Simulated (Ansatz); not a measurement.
Reference: monolayer SnO, PBE, rigid bands (plane waves, PAW, scalar-relativistic; Ansatz, an electronic-structure program); axes and stresses refer to this cell.

```
CELL_PARAMETERS angstrom
      3.84875     0.00000     0.00000
      0.00000     3.84875     0.00000
      0.00000     0.00000    18.22537
ATOMIC_POSITIONS crystal
  Sn 0.50000 0.00000 0.56448
  Sn 0.00000 0.50000 0.43552
  O  0.00000 0.00000 0.50000
  O  0.50000 0.50000 0.50000
```

electron conductivity mass: 0.93 mₑ
band gap: 3.03 eV
hole conductivity mass: 6.9 mₑ

**Question.** Change: biaxial strain +2 %. What happens to electron conductivity mass, band gap, hole conductivity mass?

**Answer.** electron conductivity mass decreases to 0.46 mₑ; band gap falls to 2.75 eV; hole conductivity mass goes up to 7.8 mₑ.

**Question.** Change: biaxial strain +3 %. What happens to electron conductivity mass, band gap, hole conductivity mass?

**Answer.** electron conductivity mass decreases to 0.46 mₑ; band gap shrinks to 2.60 eV; hole conductivity mass increases to 7.8 mₑ.

**Question.** Change: biaxial strain +5 %. What happens to electron conductivity mass, band gap, hole conductivity mass?

**Answer.** electron conductivity mass drops to 0.45 mₑ; band gap drops to 2.33 eV; hole conductivity mass moves little, to 7.0 mₑ.

**Question.** Change: biaxial strain -1 %. What happens to electron conductivity mass, band gap, hole conductivity mass?

**Answer.** electron conductivity mass grows to 1.05 mₑ; band gap moves little, to 3.05 eV; hole conductivity mass decreases to 6.0 mₑ.

**Question.** Change: biaxial strain -2 %. What happens to electron conductivity mass, band gap, hole conductivity mass?

**Answer.** electron conductivity mass increases to 1.08 mₑ; band gap moves little, to 3.06 eV; hole conductivity mass decreases to 5.0 mₑ.

**Question.** Change: biaxial strain -3 %. What happens to electron conductivity mass, band gap, hole conductivity mass?

**Answer.** electron conductivity mass goes up to 1.09 mₑ; band gap moves little, to 3.07 eV; hole conductivity mass shrinks to 4.2 mₑ.

Masses are for dilute carriers at 300 K, harmonic means over directions unless an axis is named. Spin-orbit coupling is left out unless a row names it. The structure type is held under load, also where the real crystal would transform.
